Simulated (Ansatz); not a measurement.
Consider this model of amorphous Zr₂₀O₄₅Ta₂.

```xyz
67
Lattice="9.6344 -0.2465 -0.0450 -0.2465 9.1419 0.1791 -0.0450 0.1791 9.8214" Properties=species:S:1:pos:R:3 pbc="T T T"
Zr     0.9689     0.2809     8.8260
Zr     8.6019     2.6787     8.2329
Zr    -0.1513     7.2523     1.8956
Zr     6.5560     8.8663     2.6153
Zr     3.1296     8.3779     1.7420
Zr     4.8192     5.7253     0.7751
Zr     7.9328     7.5182     5.3345
Zr     3.3492     7.5350     7.8565
Zr     4.5594     1.6325     8.2780
Zr     3.0684     1.0141     5.2776
Zr     1.6076     6.7640     4.6749
Zr     6.5383     2.0594     4.8412
Zr     3.8202     2.5928     2.1187
Zr     0.5892     1.2022     3.0555
Zr     9.2090     6.1230     8.3450
Zr     7.5620     3.9933     1.9143
Zr     6.9316     8.7763     8.7558
Zr     9.0755     3.9742     4.7044
Zr     1.2405     3.8680     0.3473
Zr     5.5042     5.6458     3.9980
O      3.2553     4.2272     0.6977
O      2.8385     0.4112     7.8734
O      1.7001     2.6039     1.9954
O      1.8433     6.9440     2.6739
O      0.1005     8.1573     4.0539
O      3.1499     0.5587     3.1611
O      5.2363     6.4203     8.6095
O      7.4488     0.2269     4.6422
O      0.4658     5.7885     0.4875
O      6.7078     1.6692     8.5754
O      9.2916     5.9369     5.6314
O      6.1389     8.4425     0.7515
O      8.6913    -0.0767     1.9732
O      4.9921     8.8148     7.9938
O      7.8141     7.4452     7.3681
O      1.4362     4.5740     4.9879
O      3.3658     5.5801     7.0324
O      6.8997     5.5162     0.8559
O      1.1951     8.9055     1.2027
O      8.9139     0.6709     7.8469
O      9.0483     5.1565     2.8267
O      5.2541     4.2102     2.2480
O      0.9661     2.2817     9.1381
O      6.1394     6.4052     5.8031
O      4.6818     7.0530     2.4223
O      5.9181     1.5966     2.8640
O      1.1607     7.5036     7.9804
O      8.8540     2.4588     3.2990
O      7.5294     4.6900     7.8990
O      0.4263     4.4979     8.1942
O      5.2211     4.0833     5.7083
O      8.7446     7.7973     9.7131
O      2.7086     8.0776     5.7484
O      7.0504     7.0209     3.4904
O      3.0338     2.6381     6.8130
O      7.0360     4.0953     4.0266
O      3.2626     7.3248     9.9281
O      5.0666     1.3456     5.9117
O      3.5634     5.7508     4.4181
O      5.0263     3.6501     8.3647
O      8.6277     3.0821     0.4644
O      3.5337     2.8979     4.1583
O      8.1465     2.7957     6.0819
O      1.1592     1.4524     4.9420
O      4.0499     1.1726     0.5541
Ta     5.7780     5.0638     7.3836
Ta     3.1864     4.1517     5.7058
```

These are PBE, scalar-relativistic without spin-orbit coupling (plane waves to 420 eV, PAW; Ansatz, a quantum-chemistry and plane-wave program) values and carry that method's errors.

A CHGNet melt-quench gave the starting glass, which DFT then relaxed. O atoms were pushed apart under 1.9 Å during the dynamics, to hinder bonds among them. The hot cell started wider than the set density and was brought back towards it in steps. It is the lowest in DFT energy of 2 quenches. It is a model cell: composition and starting density were chosen by hand, and all elements were melted together. No dispersion term was used. Its density started from a set value of 5.58 and ended at 5.58 g/cm³. The simulated quench (nominally 300 K/ps over its main leg) is rapid and tends to freeze in more defects than a deposited or slowly cooled glass has. Values belong to this one cell and scatter from quench to quench. The volume was held where the preparation left it and the shape relaxed, at a PBE pressure of -0.3 GPa (tension). On a 2×2×2 Γ-centred mesh force components of up to 0.15 eV/Å stay, since the relaxation ran on the zone centre alone.

Cut-offs for bonds: Zr-Zr 3.41 Å, Zr-O 2.78 Å, Zr-Ta 3.27 Å, O-O 1.58 Å, O-Ta 2.60 Å, Ta-Ta 3.12 Å. Two cations that share two anions don't count as bonded, nor two that share one unless they lie closer than Zr-Zr 3.32 Å, Zr-Ta 3.18 Å, Ta-Ta 3.04 Å.

Question: Give the coordination numbers, mean bond lengths and angles.

Answer: 
```yaml
Mean coordination of Zr by anions: 6.45 (11 with 6, 9 with 7)
Mean coordination of O: 3.13 (4 with 2, 31 with 3, 10 with 4)
Mean coordination of Ta by anions: 6.00 (2 with 6)
Mean Zr-O bond: 2.176 Å (spread 0.147 Å, 129 counted)
Mean O-Ta bond: 2.016 Å (spread 0.164 Å, 12 counted)
Bond angle at Zr: mean 102.1°, spread 29.4°
Bond angle at O: mean 113.7°, spread 17.3°
Bond angle at Ta: mean 103.8°, spread 30.7°
```

Question: List the pairs of like atoms that count as bonded by the rules above.

Answer: There are none by these rules.
